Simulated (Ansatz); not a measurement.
CsCl-type RuAl, relaxed in Ansatz (plane waves) with several semilocal functionals. Each gives its own volume and its own zone-centre TO phonon frequency:

```tsv
level	V0 (Å³/atom)	zone-centre TO phonon frequency (cm⁻¹)	ln V0	ln ω_TO
LDA	12.883	325.0	2.5559	5.7838
PBEsol	13.179	321.2	2.5786	5.7721
r²SCAN	13.262	322.8	2.5849	5.7770
PBE	13.550	307.5	2.6064	5.7285
revPBE	13.726	303.4	2.6193	5.7151
BLYP	14.004	270.4	2.6393	5.5999
```

Question: Fit a straight line to ln ω_TO against ln V0. What does it predict for RPBE, whose volume is 13.788 Å³/atom?

Answer: With x = ln V0 and y = ln ω_TO: means 2.59740 and 5.72940; Σ(Δx Δy) = -0.009403, Σ(Δx²) = 0.004548, so the slope is -2.07. At x = 2.6238 the line gives y = 5.72940 + (-2.07) × (2.6238 − 2.59740) = 5.6748, or 291.4 cm⁻¹. The run with RPBE gives 301.8 cm⁻¹, +3.6 % from the line. The rows used scatter about it by up to 4.2 %, while the largest value lies 20 % above the smallest.

Ansatz's density-functional and Hartree–Fock values are scalar-relativistic unless marked +SOC, with PAW data made under PBE.

Ansatz is an electronic-structure program.
